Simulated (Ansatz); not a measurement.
Results of LDA (Ansatz, a quantum-chemistry and plane-wave program, plane waves, PAW) for MoGe2 (I4/mmm, No. 139, 3 atoms in the cell; start mp-10201).

Run with plane-wave cutoff 520 eV, 24×24×24 k mesh, Fermi–Dirac smearing 0.05 eV, no spin polarisation, scalar-relativistic PAW data made under PBE.

Cell (relaxed at this level):

```cif
data_Ge2Mo
_chemical_formula_sum 'Ge2 Mo1'
_space_group_name_H-M_alt 'P 1'
_space_group_IT_number 1
_cell_length_a 4.67884
_cell_length_b 4.67884
_cell_length_c 4.67884
_cell_angle_alpha 139.018
_cell_angle_beta 139.018
_cell_angle_gamma 59.347
loop_
_space_group_symop_operation_xyz
  'x, y, z'
loop_
_atom_site_label
_atom_site_type_symbol
_atom_site_fract_x
_atom_site_fract_y
_atom_site_fract_z
_atom_site_occupancy
Ge1 Ge 0.66208 0.66208 0.00000 1
Ge2 Ge 0.33792 0.33792 0.00000 1
Mo1 Mo 0.00000 0.00000 0.00000 1
```

**Question.** Estimate the bulk modulus that the calculation returns.

**Answer.** 
- bulk modulus = 188 GPa

Note: the run has no spin polarisation, so it can have missed a magnetic state; the bulk modulus is −V dP/dV from two relaxed cells at ±2 % in volume; the relaxation could not lower the start's symmetry, so the cell can be a saddle point above a distorted one.

Cost on a shared machine: around 7 core-minutes (rough).

A start named mp-… is a Materials Project structure, which need not be a measured phase.
